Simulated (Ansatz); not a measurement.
The parent structure is ZrS2 in the CdI2 type structure (space group P-3m1, No. 164; layered, stacked along the Cartesian z axis).

```xyz
3
Lattice="3.6743 0.0000 0.0000 -1.8372 3.1820 0.0000 0.0000 0.0000 5.8603" Properties=species:S:1:pos:R:3 pbc="T T T"
Zr     0.0000     0.0000     0.0000
S      0.0000     2.1214     1.4425
S      1.8372     1.0607     4.4178
```

Cartesian axes are those of the cell as printed.

The values are results of DFT with r2SCAN+rVV10, PAW potentials and a 500 eV plane-wave cutoff in Ansatz (an electronic-structure program), spin-orbit coupling left out, not measurements.

Base values:

| Item | Value |
|---|---|
| Width of the top valence band | 1.97 eV |

Now apply this change: biaxial strain +4.46 %, plane normal [001], relaxed out of plane (Cartesian); in-plane vectors clamped, the third vector and the atoms free.

Q: What happens to the out-of-plane strain?

A: The out-of-plane strain is -2.30 %.

Q: What happens to the width of the top valence band?

A: The width of the top valence band drops by 0.105 eV (1.97 eV → 1.87 eV).

The levels and masses belong to the bands next to the band gap. Whether these cells are dynamically stable was not tested.
